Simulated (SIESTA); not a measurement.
## A short convergence ladder for SnO (P4mm, 4 atoms in the cell)

```xyz
4
Lattice="3.7810 0.0000 0.0000 0.0000 3.7810 0.0000 0.0000 0.0000 4.8158" Properties=species:S:1:pos:R:3 pbc="T T T"
Sn     1.8905     0.0000     3.7196
Sn     0.0000     1.8905     1.1462
O      1.8905     1.8905     0.0000
O      0.0000     0.0000     0.0000
```

Base method: GGA PBEsol, numerical atomic orbitals DZP, PseudoDojo PBEsol standard norm-conserving potentials (rewritten from UPF to PSML) (SIESTA).

Base settings: XC.functional = GGA; XC.authors = PBEsol; potentials = PseudoDojo PBEsol standard; PAO.BasisSize = DZP; PAO.EnergyShift = 0.01 Ry; MeshCutoff = 350 Ry; kgrid.MonkhorstPack = 3 3 2; OccupationFunction = FD; ElectronicTemperature = 232.09 K; MaxSCFIterations = 150.

**The setting basis size**

Level: DFT, GGA PBEsol, numerical atomic orbitals TZP, PseudoDojo PBEsol standard norm-conserving potentials (rewritten from UPF to PSML).

Moved along: PAO.BasisSize.

The second cell is the first with its lattice scaled by 0.98.

The mesh stays at the base's, so the ladder's end is converged at best in this setting alone.

The sets are ordered by size and need not be nested.

Only quantities that move along the ladder and can be compared are tabulated; the gap is left out on so coarse a mesh.

| basis (functions) | energy of the compressed cell less the first (meV/atom) | pressure (GPa) | largest difference of a force vector from the last step's (eV/Å) |
|---|---|---|---|
| SZ (26) | 72.76 | 7.24 | 0.997 |
| DZ (42) | 38.51 | 2.18 | 0.054 |
| SZP (46) | 73.94 | 7.51 | 0.529 |
| DZP (62) | 56.85 | 5.11 | 0.115 |
| TZP (78) | 51.69 | 4.42 | 0.000 |

Coarsest basis (functions) that holds the forces within 0.02 eV/Å: not settled: the last two steps still differ by 0.11 eV/Å, over half the tolerance, so the ladder does not show it.

Coarsest basis (functions) that holds the energy of the compressed cell less the first within 2 meV/atom: not settled: the last two steps still differ by 5.2 meV/atom, over half the tolerance, so the ladder does not show it.

Coarsest basis (functions) that holds the pressure within 1 GPa: not settled: the last two steps still differ by 0.69 GPa, over half the tolerance, so the ladder does not show it.

On the base run: the starting cell has typed, rounded lattice constants, without a prior relaxation at this level. Its lattice was rescaled by up to half a per cent. One atom was moved a little off its site on purpose. Values carry the incompleteness of an atom-centred basis. In the base run, with a pressure of about 5 GPa the cell is away from its equilibrium volume at this level. In the base run, forces exceed 1 eV/Å.

Left out of this page: 1 run of the series failed or unconverged.
